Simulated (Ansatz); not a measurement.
**Rb3GaF6: response to strain**

Take Rb3GaF6 (space group Fm-3m, No. 225; a = 9.008 Å; a cell from a computed database, its experimental status unchecked) as the base.

Strains are applied to the cell and any free atomic positions relax.

Calculations: r2SCAN (Ansatz, a program for electronic structure), no spin-orbit coupling.

| isotropic strain (%) | band gap (eV) |
|---|---|
| -1.51 | 7.12 |
| -0.84 | ? |
| 0 | 6.85 |
| 0.85 | 6.71 |

Fit E_g = E₀ + Dε (ε in %) to the rows shown and predict the withheld row.

Least squares on the printed values gives E₀ = 6.85 eV, D = -174 meV per % of strain (largest residual 0.00 eV); this predicts 7.00 eV, and the run gives 7.00 eV, in agreement.

Stability against distortions was not tested.
